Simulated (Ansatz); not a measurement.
# BN: element substitutions

Take BN in the zinc blende structure (space group F-43m, No. 216) as the base.

```yaml
crystal:
  lattice:
    - [0.00000, 1.80285, 1.80285]
    - [1.80285, 0.00000, 1.80285]
    - [1.80285, 1.80285, 0.00000]
  atoms:
    - { symbol: N, position: [0.75000, 0.75000, 0.75000] }
    - { symbol: B, position: [0.00000, 0.00000, 0.00000] }
```

Each row replaces one element on all its sites; cell and atoms are relaxed.

Levels (all Ansatz, a quantum-chemistry and plane-wave program, PAW): PBEsol (420 eV, scalar-relativistic without spin-orbit coupling); r2SCAN (500 eV, no spin-orbit coupling).

Band gaps by level, all at the geometries relaxed with PBEsol:

```
case    PBEsol   r2SCAN
-----  -------  -------
base   4.30 eV  5.01 eV
N → P  1.11 eV        ?
N → O     zero     zero
```

Task: What belongs in the blanks?

Result: 
- N → P, r2SCAN: 1.40 eV

Single points use the geometry relaxed with PBEsol. Stability against distortions was not tested. As relaxed here, BO is a hypothetical phase, not in the database extracts checked. The final runs are not spin-polarised. An odd electron count without spin: BO.
